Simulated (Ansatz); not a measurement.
Cubic perovskite KMgF3 was calculated with r²SCAN+rVV10 (Ansatz, a program for electronic structure, plane waves, PAW).

Numerical settings: plane-wave cutoff 560 eV, 8×8×8 k mesh, Fermi–Dirac smearing 0.01 eV, scalar-relativistic PAW data made under PBE.

Properties against volume:

```tsv
V (Å³/atom)	P (GPa)	direct gap at Γ (eV)	smallest gap on the k mesh (eV)
11.697	5.77	9.158	8.847
11.946	3.63	8.980	8.667
12.194	1.72	8.809	8.495
12.443	0.00	8.645	8.330
12.692	-1.54	8.488	8.173
12.941	-2.92	8.337	8.023
13.190	-4.15	8.193	7.879
```

The fundamental gap (8.33 eV at the equilibrium volume, with added k points) lies elsewhere than Γ–Γ.
